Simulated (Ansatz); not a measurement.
System: Bi₂SiO₅ (Cmc2₁, No. 36, 16 atoms in the cell; start mp-28144). Method: HSE06 in Ansatz (plane waves, PAW).

Input file:

Ansatz 0.2 input:
```yaml
crystal:
  lattice:
    - [7.5852911989, -2.7403069713, 0.0]
    - [7.5852911989, 2.7403069713, 0.0]
    - [0.0, 0.0, 5.3266710945]
  atoms:
    - { symbol: Si, position: [0.6788619924, 0.3211380076, 0.8003541399] }
    - { symbol: Si, position: [0.3211380076, 0.6788619924, 0.3003541399] }
    - { symbol: Bi, position: [0.6137002111, 0.0555530354, 0.2448782972] }
    - { symbol: Bi, position: [0.3862997889, 0.9444469646, 0.7448782972] }
    - { symbol: Bi, position: [0.9444469646, 0.3862997889, 0.2448782972] }
    - { symbol: Bi, position: [0.0555530354, 0.6137002111, 0.7448782972] }
    - { symbol: O, position: [0.2596802436, 0.2412595098, 0.0152122469] }
    - { symbol: O, position: [0.7403197564, 0.7587404902, 0.5152122469] }
    - { symbol: O, position: [0.7587404902, 0.7403197564, 0.0152122469] }
    - { symbol: O, position: [0.2412595098, 0.2596802436, 0.5152122469] }
    - { symbol: O, position: [0.7342207186, 0.0819603034, 0.824521281] }
    - { symbol: O, position: [0.2657792814, 0.9180396966, 0.324521281] }
    - { symbol: O, position: [0.9180396966, 0.2657792814, 0.824521281] }
    - { symbol: O, position: [0.0819603034, 0.7342207186, 0.324521281] }
    - { symbol: O, position: [0.469440077, 0.530559923, 0.0284022098] }
    - { symbol: O, position: [0.530559923, 0.469440077, 0.5284022098] }
basis:
  ecutwfc: 460
  ecutrho_ratio: 4
  xc_grid: 2
kpoints:
  mp_grid: { grid: [4, 4, 4] }
hamiltonian:
  xc: hse06
  dispersion: none
  pseudopotentials: { kind: paw }
scf:
  occupations: { method: fermi_dirac, width: 0.01 }
  convergence: { dr2_threshold: 0.0000000016 }
output:
  forces: true
  stress: true
  eigenvalues: true
```

Problem. How many irreducible k-points, plane waves at Γ does the program set up, and what pressure does the run end with?

Solution. 21 irreducible k-points, 4953 plane waves at Γ; P = -1.16 GPa, so the cell is stretched on average and its volume would shrink at this level.

The run printed, among other lines:

```
WARN output.stress: scf.exx.energy_threshold = 1e-6 eV is looser than the 1.6e-7 eV advised for a stress under a hybrid functional (1e-8 eV for each atom of …
Crystal: 16 atoms, lattice volume = 221.441 Å³
Basis set: ecut = 460 eV, 4953 PW (Γ), exchange–correlation on 120×120×80 points (8 copies of the dense FFT grid, shifted against one another)
Bands: 80, of which v1, the nominal top of the filled ones, is band 64 counted from 1 (63 counted from 0)
Symmetry: 4 space group operations
Space group: Cmc21 (ITA 36), of the structure as read, at distance tolerance 6.0e-5 Å
k-points: 21 of 64 (time reversal used)
SCF iter   1: F=—  HF=-56536.503832 eV  |F-HF|=—  |Δ(HF+E_count)|=         —  Δρ=2.28e-3  dr2=9.55e-3
SCF iter   2: F=—  HF=-56536.511600 eV  |F-HF|=—  |Δ(HF+E_count)|=   7.77e-3  Δρ=2.06e-3  dr2=1.47e-2
  ...
Crystal: 16 atoms, lattice volume = 221.441 Å³
Initial density: handed on by an earlier stage of this run
Crystal: 16 atoms, lattice volume = 221.441 Å³
  ...
Crystal: 16 atoms, lattice volume = 221.441 Å³
SCF iter   1: F=—  HF=-56549.755036 eV  |F-HF|=—  |Δ(HF+E_count)|=         —  Δρ=1.91e-6  dr2=4.10e-9
SCF iter   2: F=-56549.755036 eV  HF=-56549.755036 eV  |F-HF|=2.11e-10  |Δ(HF+E_count)|=  7.13e-10  Δρ=4.83e-7  dr2=3.20e-10
SCF 4 converged in 2 iterations: F = -56549.755036 eV  dr2 = 3.20e-10
Free energy (F): -56549.755036 eV
Internal energy: -56549.755036 eV  (E = F + TS)
E sigma→0 (E₀):  -56549.755036 eV
Fermi energy:    9.809194 eV
--- Forces (eV/Å), atoms counted from 1 ---
  atom   1  Si     0.00000000    -0.10221118     0.00250000
  atom   2  Si     0.00000000     0.10221118     0.00250000
  atom   3  Bi    -0.38385231    -0.19587568    -0.11515845
  atom   4  Bi     0.38385231     0.19587568    -0.11515845
  atom   5  Bi     0.38385231    -0.19587568    -0.11515845
  atom   6  Bi    -0.38385231     0.19587568    -0.11515845
  atom   7  O     -0.19607294    -0.00252161     0.09841446
  atom   8  O      0.19607294     0.00252161     0.09841446
  atom   9  O      0.19607294    -0.00252161     0.09841446
  atom  10  O     -0.19607294     0.00252161     0.09841446
  atom  11  O      0.45097521     0.20992103    -0.01816788
  atom  12  O     -0.45097521    -0.20992103    -0.01816788
  atom  13  O     -0.45097521     0.20992103    -0.01816788
  atom  14  O      0.45097521    -0.20992103    -0.01816788
  atom  15  O      0.00000000    -0.07547369     0.06731761
  atom  16  O      0.00000000     0.07547369     0.06731761
--- Stress (GPa, compression-positive) ---
       -1.464928       0.000000       0.000000
        0.000000      -1.068485       0.000000
        0.000000       0.000000      -0.946421
  P = ⅓ Tr σ = -1.1599 GPa (-11.599 kbar)
```

The PAW data were made under PBE.

Note: cell and atoms aren't relaxed at this level (largest force component 0.45 eV/Å, pressure -1.2 GPa).

A start named mp-… is a Materials Project structure, which need not be a measured phase.

Ansatz is a program for electronic structure.
